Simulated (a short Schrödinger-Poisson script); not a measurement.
Stack: MOS inversion layer, SiO2 on p-type GaAs, at 400 K.

```csv
layer,material,thickness (nm),Na (cm⁻³)
1,SiO2,3.2,-
2,GaAs,360,1.9e18
```

Constants are typed, rounded textbook-type inputs, not results; the design itself was drawn at random and stands for no fabricated device. SiO2: permittivity 3.9, conduction-band edge (eV) 3.17, gap (eV) 9, electron mass (mₑ) 0.5. GaAs: permittivity 12.9, conduction-band edge (eV) 0, gap (eV) 1.424, Nv at 300 K (cm⁻³) 9e18.

Channel valleys (confinement mass, in-plane density-of-states mass, number): Γ 0.067, 0.067, 1. At the gate the conduction-band edge of layer 1 lies 3.46 eV − eVg above the Fermi level of the channel; the field vanishes at the back. Gaps are held at their typed values at every temperature. Mesh 0.03 nm at interfaces.

From a short Schrödinger-Poisson script (our own, NumPy): 1D Poisson equation in equilibrium, electrons quantum, Hartree (BenDaniel-Duke, 12 states a valley, the channel's in-plane mass for all, wave functions free to enter the dielectric), parabolic valleys, classical holes, full ionisation, no traps, pinning or gate leakage.

The same stack at other levels of the model or other numerical settings:

| run | sheet density of all electrons at Vg = 3.3 V (cm⁻²) | sheet density of all electrons at Vg = 1.5 V (cm⁻²) | capacitance at Vg = 3.3 V (μF/cm²) | centroid of the channel electrons at Vg = 3.3 V (nm) | rough cost against the base |
|---|---|---|---|---|---|
| base | 8.29e12 | 1.28e11 | 0.831 | 1.74 | about 1 |
| electrons treated as classical, Boltzmann | 1.23e13 | 1.02e12 | 1.05 | 0.29 | 0.05 |
| electrons treated as classical, Fermi-Dirac | 8.47e12 | 5.70e11 | 0.826 | 1.52 | 0.3 |
| electrons treated as quantum, Hartree plus LDA exchange-correlation | 8.49e12 | 1.49e11 | 0.836 | 1.71 | 1 |
| mesh six times as coarse | 8.22e12 | 1.10e11 | 0.830 | 1.77 | 0.3 |
| one subband a valley | 8.24e12 | 1.28e11 | 0.818 | 1.69 | 0.6 |

The classical rows ignore confinement, and Boltzmann statistics overrate the density once the band edge passes the Fermi level.

Above a few 1e12 electrons/cm² a light Γ valley is non-parabolic and upper valleys begin to fill, which the model leaves out.
